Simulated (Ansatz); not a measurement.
# ZrB2, response to strain

Consider ZrB₂ (space group P6/mmm, No. 191; a = 3.155 Å, c = 3.506 Å; relaxed with 0.1 eV smearing). Axes: x lies along a and z along c of the hexagonal cell.

Strains are applied to the cell and any free atomic positions relax.

Method: PBEsol in Ansatz (plane waves to 420 eV, PAW, without spin-orbit coupling).

Candidates:
(a) uniaxial strain ε_xx = +0.50 %
(b) uniaxial strain ε_xx = +2.00 %
(c) uniaxial strain ε_xx = −2.00 %
(d) uniaxial strain ε_xx = −3.00 %

Notes on the quantities. energy relative to the base: free energy F.

Q: Order them by energy relative to the base, highest first.

A: (d) uniaxial strain ε_xx = −3.00 % (+18 meV/atom), (c) uniaxial strain ε_xx = −2.00 % (+7.7 meV/atom), (b) uniaxial strain ε_xx = +2.00 % (+7.1 meV/atom), (a) uniaxial strain ε_xx = +0.50 % (+0.5 meV/atom)

No phonon test of stability was made. All final runs are without spin polarisation.

Ansatz is a first-principles code.
